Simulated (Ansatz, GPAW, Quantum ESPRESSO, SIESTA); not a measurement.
**HfGa3 (I4/mmm, 4 atoms in the cell) computed with different codes at matched settings**

Self-consistent single point.

```yaml
crystal:
  lattice:
    - [-1.92856, 1.92856, 4.50131]
    - [1.92856, -1.92856, 4.50131]
    - [1.92856, 1.92856, -4.50131]
  atoms:
    - { symbol: Hf, position: [0.00000, 0.00000, 0.00000] }
    - { symbol: Ga, position: [0.50000, 0.50000, 0.00000] }
    - { symbol: Ga, position: [0.75000, 0.25000, 0.50000] }
    - { symbol: Ga, position: [0.25000, 0.75000, 0.50000] }
```

Shared settings, as Ansatz (a quantum-chemistry and plane-wave program) writes them: kpoints.mp_grid.grid = 8 8 8; scf.occupations.method = gaussian; scf.occupations.width = 0.136 eV. Potentials and cutoffs stand in the table.

```tsv
code	model	pressure (GPa)	cutoff
GPAW	LDA (Perdew-Wang 92), GPAW PAW datasets LDA (gpaw-data 1.0.1)	-4.00	550 eV
Ansatz	LDA (PW92), PAW files made with PBE	-4.90	420 eV
Quantum ESPRESSO	LDA (PZ), GBRV 1.5 ultrasoft (LDA) pseudopotentials	-4.92	50 Ry
SIESTA	LDA PW92, numerical atomic orbitals DZP, PseudoDojo LDA standard norm-conserving potentials (rewritten from UPF to PSML)	-4.49	grid 350 Ry
```

On Ansatz's run: spin-orbit coupling is off.

The spread over the programs that give each value: pressure within 0.92 GPa.

SIESTA uses small atom-centred bases, whose incompleteness enters pressures, forces and empty levels differently from a plane-wave cutoff. Ansatz's pressure is given at a fixed set of plane waves, as the other plane-wave codes print theirs. The same LDA comes in different parametrisations, which differ slightly.

The starting cell comes from a database of computed structures (which also holds hypothetical and non-ambient phases and stackings), without a prior relaxation at this level.

Left out of this page: Elk and FLEUR (not drawn, or without a comparable value).

Keys are those of Ansatz 0.2.
